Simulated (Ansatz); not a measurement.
End structure of C on the 1x1 (110) surface of bcc Mo, one in a 2x1 cell, started at the site 'hollow Mo-Mo-Mo':

```
CELL_PARAMETERS angstrom
      5.47470     0.00000     0.00000
     -0.91245     2.58080     0.00000
      0.00000     0.00000    26.00000
ATOMIC_POSITIONS crystal
  Mo 0.25000 0.50000 0.37429
  Mo 0.75000 0.50000 0.37429
  Mo 0.00000 0.00000 0.45665
  Mo 0.50000 0.00000 0.45665
  Mo 0.24991 0.49849 0.54343
  Mo 0.74971 0.49741 0.54184
  Mo 0.99802 0.99117 0.62940
  Mo 0.50195 0.00205 0.62948
  C  0.25003 0.49616 0.67265
```

Model: 9-atom slab, 6.5 Å thick at the start under the adsorbate (thin: gaps and levels are the slab's own), 6x12x1 mesh, Fermi-Dirac 0.1 eV, dipole correction, 4 atoms held, the rest relaxed; no symmetry held; no spin, no spin-orbit, no U, no dispersion correction. At the end it is bonded to 4 Mo. In PBE it is, or lies within 0.03 eV of, the lowest of the starts that converged.

A negative adsorption energy means that the adsorbate is more stable on the surface than in its reference.

Question: What is the computed change of the work function (PBE (Ansatz, a quantum-chemistry and plane-wave program))?

Answer: 1.22 eV

Question: Give the work function of the top face at the level PBE.

Answer: 5.81 eV

Question: Predict the adsorption energy against an atom of graphite from PBE.

Answer: 0.66 eV

Question: What is the computed change of the step from the bottom to the top vacuum level, against the clean slab (PBE)?

Answer: 1.29 eV
